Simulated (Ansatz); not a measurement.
Take MgO in the wurtzite structure (space group P6_3mc, No. 186; a = 3.3027 Å, c = 5.0209 Å; a cell from a computed database, its experimental status unchecked) as the base. Axes: x lies along a and z along c of the hexagonal cell.

One thing is altered: a pure shear with ε_yz = ε_zy = 0.0388; the atoms relax in the strained cell.

Levels (all Ansatz, a first-principles code, PAW): PBEsol (420 eV, no spin-orbit coupling); r2SCAN (500 eV, spin-orbit coupling left out); HSE06 (420 eV, without spin-orbit coupling).

One geometry, relaxed with PBEsol, under each level:

| level | band gap | lowest conduction level above the VBM at special points | electron mass | pressure |
|---|---|---|---|---|
| PBEsol | 3.26 eV | Γ 3.26 eV; A 5.76 eV; M₂ 7.04 eV; L₂ 7.08 eV | 0.33 mₑ (at Γ) | 0.02 GPa |
| r2SCAN | [?] | [?] | [?] | [?] |
| HSE06 | 4.99 eV | Γ 4.99 eV; A 7.57 eV; M₂ 8.89 eV | – | – |

### Question
Give the withheld r2SCAN results.

### Answer

- r2SCAN, band gap: 4.06 eV
- r2SCAN, lowest conduction level above the VBM at special points: Γ 4.06 eV; A 6.57 eV; M₂ 7.92 eV; L₂ 7.96 eV
- r2SCAN, electron mass: 0.36 mₑ (at Γ)
- r2SCAN, pressure: -0.87 GPa

Single points use the geometry relaxed with PBEsol. Their cutoffs differ, which shifts pressures a little. Masses are band curvatures over ±0.01 Å⁻¹ around the edge. No phonon test of stability was made. This is not the structure that MgO has at room temperature and ambient pressure. k-point labels follow each cell's own Brillouin zone.
